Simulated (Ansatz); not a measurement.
CsSnI3: biaxial strain −2.00 %, plane normal [111], relaxed out of plane

The reference is CsSnI$_{3}$ in the cubic perovskite structure (space group Pm-3m, No. 221; a = 6.0305 Å). Axes: x, y, z lie along the cube axes.

Modification: compressive biaxial strain of 2.00 % in the plane normal to [111], as in epitaxy on a mismatched substrate; the out-of-plane cell vector and the atoms relax.

Level of theory: LDA (Ansatz, an electronic-structure program; PAW; 420 eV plane waves; no spin-orbit coupling). k-mesh 8×8×8 (Γ-centred); smearing 0.05 eV (Fermi–Dirac).

| quantity | base | changed | shift |
|---|---|---|---|
| volume per atom | 43.86 Å³ | 43.28 Å³ | -0.58 Å³ |
| space group | Pm-3m (No. 221) | R-3m (No. 166) | – |
| shortest interatomic distance | 301.5 pm | 300.3 pm | -1.2 pm |
| energy relative to the base (free energy F) | 0 meV/atom | +2.4 meV/atom | +2.4 meV/atom |
| pressure (mean of the normal stresses, compression positive) | 0.0 GPa | 0.3 GPa | +0.3 GPa |
| band gap | zero | zero | – |
| out-of-plane strain (rough) | – | +2.75 % | – |
| mean in-plane stress (compression positive) (rough) | – | +0.4 GPa | – |

Cost of the whole job for the changed cell (relaxation, final SCF and bands): about 2.0 core-minutes (a rough figure).

Without a gap, meshes like the base's 8×8×8 leave anisotropic stresses uncertain by several tenths of a GPa, and small strain energies with them. Spin-orbit coupling, missing from the scalar runs, can matter with I. No phonon test of stability was made. All final runs are without spin polarisation. Many cubic perovskites are stable only at high temperature; tilts and polar distortions were not tested. A zero or small gap of CsSnI3 can be the functional's error rather than a property of the material.
